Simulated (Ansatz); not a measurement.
Given:

```
CELL_PARAMETERS angstrom
      0.00000     1.77686     1.77686
      1.77686     0.00000     1.77686
      1.77686     1.77686     0.00000
ATOMIC_POSITIONS crystal
  C  0.00000 0.00000 0.00000
  C  0.25000 0.25000 0.25000
```

No spin polarisation.

Method: Ansatz (an electronic-structure program), PBE, PAW, cutoff 420 eV, no SOC. Γ-centred 16×16×16 mesh, Fermi–Dirac width 0.05 eV.

Problem. Estimate the pressure.

Solution. 67.0 kbar.

Problem. Estimate the gap character.

Solution. Indirect, Γ → Γ–X (71 % along).

Problem. What hole mass (degenerate bands, along [100]) does the calculation give?

Solution. 0.29, 0.29, 0.52 mₑ (at Γ).

The cells carry an imposed strain or load. Masses are band curvatures over ±0.01 Å⁻¹ around the edge. Stability against distortions was not tested. The cell was made from C in the diamond structure (space group Fd-3m, No. 227) by this change: isotropic strain −0.50 %.
